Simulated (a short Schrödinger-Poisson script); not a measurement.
Structure: MOS inversion layer, SiO2 on p-type Si(100), at 400 K.

```csv
layer,material,thickness (nm),Na (cm⁻³)
1,SiO2,1.5,-
2,Si,190,5e18
```

The device is made up for the run: typed textbook-type constants, with dimensions and the other settings drawn at random. SiO2: permittivity 3.9, conduction-band edge (eV) 3.15, gap (eV) 9, electron mass (mₑ) 0.5. Si: permittivity 11.7, conduction-band edge (eV) 0, gap (eV) 1.124, Nv at 300 K (cm⁻³) 3.1e19.

Channel valleys (confinement mass, in-plane density-of-states mass, number): Δ2 0.916, 0.19, 2; Δ4 0.19, 0.417, 4. At the gate the conduction-band edge of layer 1 lies 3.45 eV − eVg above the Fermi level of the channel; the field vanishes at the back. Gaps are held at their typed values at every temperature. Mesh 0.03 nm at interfaces.

From a short Schrödinger-Poisson script (our own, NumPy): 1D Poisson equation in equilibrium, electrons quantum, Hartree (BenDaniel-Duke, 12 states a valley, the channel's in-plane mass for all, wave functions free to enter the dielectric), parabolic valleys, classical holes, full ionisation, no traps, pinning or gate leakage.

The same stack at other levels of the model or other numerical settings:

```json
[
 {"run": "base", "sheet density of all electrons at Vg = 1.55 V (cm⁻²)": "5.46e12", "sheet density of all electrons at Vg = 0.95 V (cm⁻²)": "1.52e11", "capacitance at Vg = 1.55 V (μF/cm²)": "1.82", "centroid of the channel electrons at Vg = 1.55 V (nm)": "1.01", "rough cost against the base": "about 1"},
 {"run": "electrons treated as classical, Boltzmann", "sheet density of all electrons at Vg = 1.55 V (cm⁻²)": "8.40e12", "sheet density of all electrons at Vg = 0.95 V (cm⁻²)": "1.19e12", "capacitance at Vg = 1.55 V (μF/cm²)": "[?]", "centroid of the channel electrons at Vg = 1.55 V (nm)": "0.24", "rough cost against the base": "0.04"},
 {"run": "electrons treated as classical, Fermi-Dirac", "sheet density of all electrons at Vg = 1.55 V (cm⁻²)": "7.78e12", "sheet density of all electrons at Vg = 0.95 V (cm⁻²)": "[?]", "capacitance at Vg = 1.55 V (μF/cm²)": "1.99", "centroid of the channel electrons at Vg = 1.55 V (nm)": "0.34", "rough cost against the base": "0.2"},
 {"run": "mesh six times as coarse", "sheet density of all electrons at Vg = 1.55 V (cm⁻²)": "5.41e12", "sheet density of all electrons at Vg = 0.95 V (cm⁻²)": "[?]", "capacitance at Vg = 1.55 V (μF/cm²)": "1.81", "centroid of the channel electrons at Vg = 1.55 V (nm)": "1.02", "rough cost against the base": "0.3"},
 {"run": "one subband a valley", "sheet density of all electrons at Vg = 1.55 V (cm⁻²)": "5.45e12", "sheet density of all electrons at Vg = 0.95 V (cm⁻²)": "1.50e11", "capacitance at Vg = 1.55 V (μF/cm²)": "1.82", "centroid of the channel electrons at Vg = 1.55 V (nm)": "1.01", "rough cost against the base": "0.4"}
]
```

Task: Fill in the missing entries.

Result: 
- electrons treated as classical, Boltzmann, capacitance at Vg = 1.55 V (μF/cm²): 2.13
- mesh six times as coarse, sheet density of all electrons at Vg = 0.95 V (cm⁻²): 1.46e11
- electrons treated as classical, Fermi-Dirac, sheet density of all electrons at Vg = 0.95 V (cm⁻²): 1.12e12

The classical rows ignore confinement, and Boltzmann statistics overrate the density once the band edge passes the Fermi level.
